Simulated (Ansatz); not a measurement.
**Computed paths: N vacancy in zinc-blende AlN, charge state +1**

Defect: N vacancy in zinc-blende AlN, charge state +1. The numbers are results of PBE, PAW (plane waves to 420 eV; Ansatz, an electronic-structure program), not measurements.

64-site cell at the relaxed PBE lattice, the Γ point alone, smearing 0.01 eV, spin-restricted, no finite-size correction. Static, classical nuclei. The host's phase is taken as given; its stability against other phases was not computed. The charge state is imposed; whether it is stable for some Fermi level was not computed. Forms of the defect that were not tried may lie lower.

Barriers: single points on a 2×2×2 k-point mesh shifted by half a step at the bands' geometries (they differ from the bands' own by up to 0.37 eV, and are uncertain by about as much).

| Route | Start site over the lowest site run (eV) | Hop (Å) | Forward barrier (eV) | Backward barrier (eV) | Neighbours at the start | Neighbours at the saddle | Saddle order | Forward, on the band's own sampling (eV) |
|---|---|---|---|---|---|---|---|---|
| one N atom jumps into the vacancy from a nearby N site | 0.00 | 3.09 | 4.53 | 4.53 | Al at 1.88, 2 Al at 1.91, Al at 1.93 Å | Al at 1.77, 4 Al at 2.24 Å | not checked, on a symmetry element | 4.16 |

Paths come from nudged elastic bands with a climbing image.  A band can be held on a symmetry element, so unchecked saddle points there may be too high.
